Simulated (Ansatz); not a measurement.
**What isotropic strain +1.88 % does to ZnS**

Take ZnS in the zinc blende structure (space group F-43m, No. 216; a = 5.389 Å) as the base.

Modification: an isotropic linear strain of +1.88 %; the atoms relax in the strained cell.

All numbers come from r2SCAN (Ansatz, a quantum-chemistry and plane-wave program; PAW; 500 eV plane waves; without spin-orbit coupling). k-mesh 11×11×11 (Γ-centred); smearing 0.05 eV (Fermi–Dirac).

Volume per atom: 20.69 Å³ (base 19.56 Å³)
Space group: F-43m (No. 216) (base F-43m (No. 216))
Shortest interatomic distance: 4.493 bohr (base 4.410 bohr)
Energy relative to the base (free energy F): +14 meV/atom
Pressure: -3.89 GPa (base 0.00 GPa)
Band gap: 2.45 eV (base 2.70 eV)
Gap character: direct at Γ (base direct at Γ)
Mean gap deformation potential ΔEg/Δln V: -4.5 eV
Width of the top valence band: 2.58 eV (base 2.82 eV)
Electron mass: 0.18 mₑ (at Γ) (base 0.19 mₑ (at Γ))
Hole mass (degenerate bands, along [100]): 0.20, 0.73, 0.73 mₑ (at Γ) (base 0.21, 0.68, 0.68 mₑ (at Γ))
Valley order (the lowest conduction-band minima on the path, energy above the VBM, named in the base's zone): Γ 2.45 eV; L along ⟨111⟩ 3.71 eV; X along ⟨100⟩ 3.82 eV (base Γ 2.70 eV; X along ⟨100⟩ 3.71 eV; L along ⟨111⟩ 3.82 eV)

Effective masses come from finite differences of ±0.01 Å⁻¹. No phonon test of stability was made.
